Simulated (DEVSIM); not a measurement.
System: abrupt Si p-n junction, at 300 K.

Layer 1 from the left is Si, thickness (μm) 0.230, Na (cm⁻³) 1.3e17, τn (s) 5.7e-7, τp (s) 5.7e-7. Layer 2 from the left is Si, thickness (μm) 4.40, Nd (cm⁻³) 8.5e17, τn (s) 5.7e-7, τp (s) 5.7e-7.

Left contact: ohmic. Right contact: ohmic. Voltage is applied to the left contact. Recombination: SRH at mid-gap, Auger. Gap narrowing is on: ΔEg = 6.92 meV × (l + √(l² + 0.5)), l = ln(N/1.3e17 cm⁻³), shared equally by both band edges. Mobility is μmin + (μ − μmin)/(1 + (N/Nref)^α).

Constants are typed, rounded textbook-type inputs, not results; the design itself was drawn at random and stands for no fabricated device. Values at 300 K.

Si: gap (eV) 1.124, affinity (eV) 4.05, permittivity 11.7, Nc (cm⁻³) 2.86e19, Nv (cm⁻³) 3.1e19, μn (cm²/Vs) 1417, μp (cm²/Vs) 470, μn,min 52, μp,min 45, Nref,n 9.7e16, Nref,p 2.2e17, αn 0.68, αp 0.72, Cn (cm⁶/s) 2.8e-31, Cp (cm⁶/s) 9.9e-32.

DEVSIM, 1D drift-diffusion, Boltzmann statistics, complete ionisation; no tunnelling, impact ionisation, image-force lowering or self-heating.

What does the simulation give for the dark forward voltage at 1 A/cm², the potential step across the device at zero bias, the largest field in the device at zero bias?

dark forward voltage at 1 A/cm² 0.583 V; potential step across the device at zero bias 0.876 V; largest field in the device at zero bias 170000 V/cm.
